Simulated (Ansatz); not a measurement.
**Sb (model structure, started from the C4 type, I4₁32, No. 214, 4 atoms in the cell): properties by level of theory**

| level (code) | equilibrium lattice constant a (Å) | cohesive energy (eV/atom) |
|---|---|---|
| PBE (Ansatz) | 8.090 | 2.00 |
| PBEsol (Ansatz) | 7.980 | 2.27 |
| PBE-D3(BJ) (Ansatz) | 8.022 | 2.19 |
| r²SCAN (Ansatz) | 8.009 | 1.77 |
| r²SCAN+rVV10 (Ansatz) | 7.974 | 1.90 |

Ansatz's density-functional and Hartree–Fock values are scalar-relativistic unless marked +SOC, with PAW data made under PBE.

Free atoms are spin-polarised, in the lowest state found; at levels without +SOC their spin–orbit coupling is left out.

Static lattice: no zero-point or thermal effects.

A model structure was made by putting elements into a prototype or built by hand; it is no filed structure, need not be a known phase, and can be a saddle point held by its symmetry.

Ansatz is a program for electronic structure.
